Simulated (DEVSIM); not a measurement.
Device: illuminated Si p-on-n cell, one wavelength, at 350 K.

```
layer (left to right)  material  thickness (μm)  Nd (cm⁻³)  Na (cm⁻³)  τn (s)  τp (s)  absorption coefficient (cm⁻¹)
---------------------  --------  --------------  ---------  ---------  ------  ------  -----------------------------
1                            Si           0.620          -     1.7e18  6.9e-7  1.4e-5                            170
2                            Si            41.0     4.3e16          -  2.3e-5  2.3e-5                            170
```

Left contact: ohmic, minority electron recombination velocity 40000 cm/s. Right contact: ohmic, minority hole recombination velocity 1e5 cm/s. Voltage is applied to the left contact. Recombination: SRH at mid-gap, radiative, Auger. Light enters at the left, 1.4e18 photons cm⁻² s⁻¹, one pass, no reflection. Mobility is μmin + (μ − μmin)/(1 + (N/Nref)^α).

The device is made up for the run: typed textbook-type constants, with dimensions and the other settings drawn at random. Values at 300 K; Nc and Nv go as T^1.5, mobilities as T to minus their exponent, the gap by Varshni's rule with the affinity fixed.

| parameter | Si |
|---|---|
| gap (eV) | 1.124 |
| affinity (eV) | 4.05 |
| permittivity | 11.7 |
| Nc (cm⁻³) | 2.86e19 |
| Nv (cm⁻³) | 3.1e19 |
| μn (cm²/Vs) | 1417 |
| μp (cm²/Vs) | 470 |
| μn,min | 52 |
| μp,min | 45 |
| Nref,n | 9.7e16 |
| Nref,p | 2.2e17 |
| αn | 0.68 |
| αp | 0.72 |
| T exponent of μn | 2.3 |
| T exponent of μp | 2.2 |
| B (cm³/s) | 4.7e-15 |
| Cn (cm⁶/s) | 2.8e-31 |
| Cp (cm⁶/s) | 9.9e-32 |
| Varshni α (eV/K) | 0.000473 |
| Varshni β (K) | 636 |

DEVSIM, 1D drift-diffusion, Boltzmann statistics, complete ionisation; no tunnelling, impact ionisation, image-force lowering or self-heating.

Base results: dark forward voltage at 1 A/cm² (V) 0.615; open-circuit voltage (V) 0.532; short-circuit current (mA/cm²) 64.8; share of generated pairs collected at short circuit 0.570.

### Question
What follows from this one change: minority lifetime in layer 2 2.3e-05 → 6.9e-07 s?

### Answer
dark forward voltage at 1 A/cm² 0.615 → 0.607 V; open-circuit voltage 0.532 → 0.513 V; short-circuit current 64.8 → 54.1 mA/cm²; share of generated pairs collected at short circuit 0.570 → 0.475.

### Question
What follows from this one change: doping Nd of layer 2 4.3e+16 → 4.3e+17 cm^-3?

### Answer
dark forward voltage at 1 A/cm² 0.615 → 0.650 V; open-circuit voltage 0.532 → 0.567 V; short-circuit current 64.8 → 63.1 mA/cm²; share of generated pairs collected at short circuit 0.570 → 0.555.

### Question
What follows from this one change: thickness of layer 2 41 → 14 μm?

### Answer
dark forward voltage at 1 A/cm² 0.615 → 0.590 V; open-circuit voltage 0.532 → 0.481 V; short-circuit current 64.8 → 27.9 mA/cm²; share of generated pairs collected at short circuit 0.570 → 0.565.

### Question
What follows from this one change: constant mobility in place of the doping-dependent one?

### Answer
dark forward voltage at 1 A/cm² 0.615 → 0.608 V; open-circuit voltage 0.532 → 0.525 V; short-circuit current 64.8 → 65.4 mA/cm²; share of generated pairs collected at short circuit 0.570 → 0.575.
